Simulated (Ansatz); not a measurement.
Base system: NiSi (space group Pnma, No. 62; a = 5.119 Å, b = 3.342 Å, c = 5.563 Å; non-magnetic).

The values are results of Ansatz (a program for electronic structure) r2SCAN, spin-orbit coupling left out, not measurements.

One change was made to it. Results:

The shortest interatomic distance drops by 0.0162 bohr (4.279 bohr → 4.262 bohr); the density grows by 0.099 g/cm³ (6.06 g/cm³ → 6.15 g/cm³); the band gap stays zero.

### Question
Name the change that was made.
A. pressure 10 GPa
B. pressure 0.7 GPa
C. pressure 3 GPa

### Answer
C, pressure 3 GPa. For comparison, the density in the other runs: pressure 0.7 GPa gives 6.08 g/cm³; pressure 10 GPa gives 6.37 g/cm³.

Load acts through the strain it causes; cell and atoms are relaxed under it. Whether these cells are dynamically stable was not tested. No other phases were tried under pressure. Seeded moments were not kept for the base. The final runs are not spin-polarised.
